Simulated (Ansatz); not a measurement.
**White tin (β-Sn)**

These are PBE-D3(BJ) in Ansatz (plane waves, PAW) values and carry that method's errors.

Numerical settings: plane-wave cutoff 520 eV, 20×20×20 k mesh, Fermi–Dirac smearing 0.05 eV, scalar-relativistic PAW data made under PBE.

Cell (relaxed at this level):

```
Sn
1.0
   -2.93096     2.93096     1.58363
    2.93096    -2.93096     1.58363
    2.93096     2.93096    -1.58363
Sn
2
Direct
  0.25000   0.75000   0.50000
  0.00000   0.00000   0.00000
```

- bulk modulus B0: 53.9 GPa
- band gap: none
- pressure derivative B′ of the bulk modulus: 4.8

Measured, for comparison: bulk modulus 57.0 GPa (temperature not stated, no zero-point or thermal correction; as tabulated in Chen et al. (2023), arXiv:2209.05059). Computed (rounded) less measured: bulk modulus -5 %.

Note: the bulk modulus comes from volumes at which shape and atoms were relaxed.

Spin–orbit coupling is not included.

Cost on a shared machine: roughly 5 core-minutes.

Ansatz is a first-principles code.
